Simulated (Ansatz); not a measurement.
# Effect of uniaxial strain ε_zz = +3.00 % on Ge

Consider Ge in the diamond structure (space group Fd-3m, No. 227; a = 5.622 Å). Axes: x, y, z lie along the cube axes.

One thing is altered: uniaxial strain ε_zz = +3.00 %, all other strain components held at zero, atoms relaxed at fixed cell.

Calculations: LDA, PAW, 420 eV (Ansatz, an electronic-structure program; no spin-orbit coupling). Settings: 14×14×14 k-points, 0.05 eV Fermi–Dirac smearing.

```tsv
quantity	base	changed	shift
shortest interatomic distance	4.600 bohr	4.647 bohr	+0.0465 bohr
energy relative to the base (free energy F)	0 meV/atom	+7.3 meV/atom	+7.3 meV/atom
pressure (mean of the normal stresses, compression positive)	0.0 GPa	-2.0 GPa	-2.0 GPa
band gap	zero	zero	–
stress (xx, yy, zz, yz, xz, xy; compression positive) (rough)	–	(-1.2, -1.2, -3.4, 0.0, 0.0, 0.0) GPa	–
```

Without a gap, meshes like the base's 14×14×14 leave anisotropic stresses uncertain by several tenths of a GPa, and small strain energies with them. No phonon test of stability was made. The zero or small gap of Ge can change with the level of theory.
